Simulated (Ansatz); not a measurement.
System: cubic perovskite CsPbCl3 (cubic high-temperature phase). Method: PBE-D3(BJ) (PAW; Ansatz, an electronic-structure program).

Run with plane-wave cutoff 520 eV, 6×6×6 k mesh, Fermi–Dirac smearing 0.01 eV, scalar-relativistic PAW data made under PBE.

Pressure at four volumes; x = ln(V/36.435 Å³). One pressure is withheld.

```json
[
 {"V (Å³/atom)": "34.249", "x": "-0.0619", "P (GPa)": "1.718"},
 {"V (Å³/atom)": "36.435", "x": "0.0000", "P (GPa)": "0.000"},
 {"V (Å³/atom)": "37.892", "x": "0.0392", "P (GPa)": "-0.862"},
 {"V (Å³/atom)": "38.621", "x": "0.0583", "P (GPa)": "?"}
]
```

Problem. Pass a parabola P(x) through the three rows shown, estimate the bulk modulus and its pressure derivative near zero pressure, and predict the withheld pressure.

Solution. Slopes between the rows: (0.000 − (1.718))/(0.0000 − (-0.0619)) = -27.75 and (-0.862 − (0.000))/(0.0392 − (0.0000)) = -21.99 GPa. Their difference over the span 0.1011 is c = 5.76/0.1011 = 57.0 GPa, so P(x) = 1.718 + (-27.75)(x − (-0.0619)) + 57.0 (x − (-0.0619))(x − (0.0000)). At the middle row B = −dP/dx = −[-27.75 + 57.0 × 0.0619] = 24.2 GPa, and B′ = dB/dP = 2c/B = 4.7. At x = 0.0583 the parabola gives -1.218 GPa; the run gives -1.226 GPa. The Birch–Murnaghan fit to the energies at all volumes has B0 = 24.1 GPa and B′ = 4.6.

Note: the relaxation could not lower the start's symmetry, so the cell can be a saddle point above a distorted one.

Spin–orbit coupling is not included; it can shift volumes and moduli of such heavy elements.
